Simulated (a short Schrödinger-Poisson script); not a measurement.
## MOS inversion layer, SiO2 on p-type InP

Structure: MOS inversion layer, SiO2 on p-type InP, at 300 K.

| layer | material | thickness (nm) | Na (cm⁻³) |
|---|---|---|---|
| 1 | SiO2 | 3.8 | - |
| 2 | InP | 1500 | 9.6e16 |

Constants are typed, rounded textbook-type inputs, not results; the design itself was drawn at random and stands for no fabricated device. SiO2: permittivity 3.9, conduction-band edge (eV) 3.48, gap (eV) 9, electron mass (mₑ) 0.5. InP: permittivity 12.5, conduction-band edge (eV) 0, gap (eV) 1.344, Nv at 300 K (cm⁻³) 1.1e19.

Channel valleys (confinement mass, in-plane density-of-states mass, number): Γ 0.08, 0.08, 1. At the gate the conduction-band edge of layer 1 lies 3.85 eV − eVg above the Fermi level of the channel; the field vanishes at the back. Gaps are held at their typed values at every temperature. Mesh 0.03 nm at interfaces.

From a short Schrödinger-Poisson script (our own, NumPy): 1D Poisson equation in equilibrium, electrons quantum, Hartree plus LDA exchange-correlation (BenDaniel-Duke, 12 states a valley, the channel's in-plane mass for all, wave functions ending at the dielectric), parabolic valleys, classical holes, full ionisation, no traps, pinning or gate leakage.

```tsv
Vg (V)	electrons (cm⁻²)	C (μF/cm²)	Γ E0 (meV)	Γ E1 (meV)
0.45	5.93e7	0.0816	248.8	336.2
0.6	9.84e9	0.123	116.3	208.5
0.75	2.61e11	0.495	27.7	126.3
0.9	7.75e11	0.604	-8.5	96.4
1.05	1.35e12	0.638	-32.7	78.2
1.2	1.95e12	0.655	-53.1	63.6
1.35	2.57e12	0.665	-71.6	50.7
1.5	3.19e12	0.673	-89.2	38.9
1.65	3.82e12	0.680	-106.0	28.1
1.8	4.45e12	0.686	-122.2	18.1
1.95	5.10e12	0.691	-137.9	8.8
2.1	5.74e12	0.695	-153.2	0.2
2.25	6.39e12	0.699	-168.1	-8.0
2.4	7.05e12	0.703	-182.8	-15.6
2.55	7.71e12	0.706	-197.2	-23.0
2.7	8.37e12	0.709	-211.5	-30.1
2.85	9.03e12	0.712	-225.6	-37.0
```

Gate voltages with under 1e6 electrons/cm² are left out.

Subbands count from the Fermi level.

Above a few 1e12 electrons/cm² a light Γ valley is non-parabolic and upper valleys begin to fill, which the model leaves out.
